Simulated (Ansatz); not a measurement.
Hypothetical Pm-3n ZnO, pressure series

Base system: ZnO (space group Pm-3n, No. 223; a = 5.6566 Å; a hypothetical phase, not in the database extracts checked).

Cell and atoms are relaxed at each pressure.

Method: PBE (Ansatz, an electronic-structure program; PAW; 420 eV plane waves; spin-orbit coupling left out).

| P (GPa) | V (Å³/atom) |
|---|---|
| -2.00 | 15.390 |
| -1.00 | 15.232 |
| 0.29 | 15.043 |
| 0.68 | 14.987 |
| 1.50 | 14.875 |
| 3.00 | 14.681 |
| 5.00 | 14.441 |
| 7.49 | 14.168 |
| 10.00 | 13.919 |

### Question
Fit a third-order Birch–Murnaghan equation of state.

### Answer
Least squares on P(V) = (3B₀/2)[(V₀/V)^(7/3) − (V₀/V)^(5/3)]·[1 + (3/4)(B₀′ − 4)((V₀/V)^(2/3) − 1)] gives V₀ = 15.08 Å³/atom, B₀ = 104 GPa and B₀′ = 4.4.

Between the base and pressure 10 GPa the gap moves from 1.05 eV to 1.11 eV, a mean slope of 5.3 meV/GPa.

Load acts through the strain it causes; cell and atoms are relaxed under it. Whether these cells are dynamically stable was not tested. No other phases were tried under pressure.
